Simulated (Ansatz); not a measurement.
```
Mo6C5Si6
1.0
    3.09687     0.00011     0.07695
    0.00048     3.09692    -0.04114
    1.37028    -1.60304    23.13195
C Si Mo
5 6 6
Direct
  0.02798   0.50706   0.09164
  0.90888   0.62397   0.28123
  0.46845   0.06542   0.18634
  0.78987   0.74108   0.47083
  0.34930   0.18247   0.37611
  0.99856   0.03614   0.13890
  0.56160   0.47713   0.04322
  0.87913   0.15326   0.32872
  0.43872   0.59470   0.23379
  0.75957   0.27357   0.51925
  0.31955   0.71203   0.42361
  0.65212   0.74367   0.67650
  0.20230   0.22653   0.60973
  0.56476   0.82670   0.81572
  0.10626   0.28592   0.74707
  0.50565   0.92116   0.95305
  0.02181   0.37166   0.88623
```

The first 11 atoms are the substrate (SiC-3C), the rest the film (Mo).

These are PBE (plane waves to 420 eV, PAW; Ansatz, a program for electronic structure) values and carry that method's errors. No spin–orbit coupling; the runs are not spin-polarised; PBE gaps are too small against experiment. Its k-point mesh 10×10×1, Fermi–Dirac width 0.05 eV.

Problem. Describe the bonding at the interfaces and give the barriers.

Solution. A periodic stack without vacuum, bcc Mo (0 0 1) on 3C silicon carbide (0 0 1) (film strained to the substrate, faces as cut): substrate slab C5Si6, film Mo6, surface cells [[1, 0], [1, 1]] and [[0, 1], [-1, 0]], film strained by -2.0 and -2.0 %, faces Si/Si and Mo/Mo as cut (like faces can put a slab off its formula).
```
Quantity                                                                                   Result
--------------------------------------------------------------------------------  ---------------
interface area                                                                             9.6 Å²
period                                                                                    23.07 Å
gaps between the outermost planes at the two interfaces                           2.09 and 2.08 Å
Mo–Si contacts across the interfaces within 1.22 times the sum of covalent radii   4, mean 2.62 Å
hole barrier (PBE)                                                                        0.39 eV
electron barrier (PBE)                                                                    0.98 eV
```
